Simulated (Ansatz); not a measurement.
## OsO2 in the CdI2 type structure (space group P-3m1, No. 164; a hypothetical phase, not in the database extracts checked; layered, stacked along the Cartesian z axis)

```xyz
3
Lattice="2.7645 0.0000 0.0000 -1.3823 2.3941 0.0000 0.0000 0.0000 5.1093" Properties=species:S:1:pos:R:3 pbc="T T T"
Os     0.0000     0.0000     0.0000
O      0.0000     1.5961     1.2939
O      1.3823     0.7980     3.8155
```

The values are results of PBE-D3(BJ), PAW, 420 eV (Ansatz, a first-principles code; no spin-orbit coupling), not measurements. Settings: 19×19×9 k-points, 0.05 eV Fermi–Dirac smearing.

The volume per atom is 11.27 Å³. The density is 10.91 g/cm³, the band gap comes out as zero and the total energy comes out as -4172.240 eV/atom (σ→0; compares only within this code and set-up).

No phonon test of stability was made. No Hubbard U is applied, and correlation can decide whether such a compound is a metal. The final runs are not spin-polarised.
